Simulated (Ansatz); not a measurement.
Coverage and cell size: Cl on the 1x1 (0001) surface of hcp Co, ferromagnetic, one adsorbate a cell, in each cell the lowest of the starts that converged. Energies against ½ Cl2(g), without dispersion, zero-point or thermal terms; small cells hold the layer to their symmetry. A negative adsorption energy means that the adsorbate is more stable on the surface than in its reference.

Method: PBE (plane waves to 420 eV, PAW; Ansatz, an electronic-structure program).

```tsv
area an adsorbate, end state	atoms	E_ads (eV)	height (Å)	Δ work function (eV)	rough cost
5 Å², bonded to Co	5	0.62	2.30	-0.36	around 2.6 core-minutes (rough)
11 Å², bonded to 3 Co	9	-0.93	1.90	-0.35	roughly 11 core-minutes
22 Å², bonded to 3 Co	17	[?]	1.85	[?]	around 12 core-minutes (rough)
```

Problem. Some entries are withheld; supply them.

Solution. 
- 22 Å², bonded to 3 Co, E_ads (eV): -2.15
- 22 Å², bonded to 3 Co, Δ work function (eV): -0.03
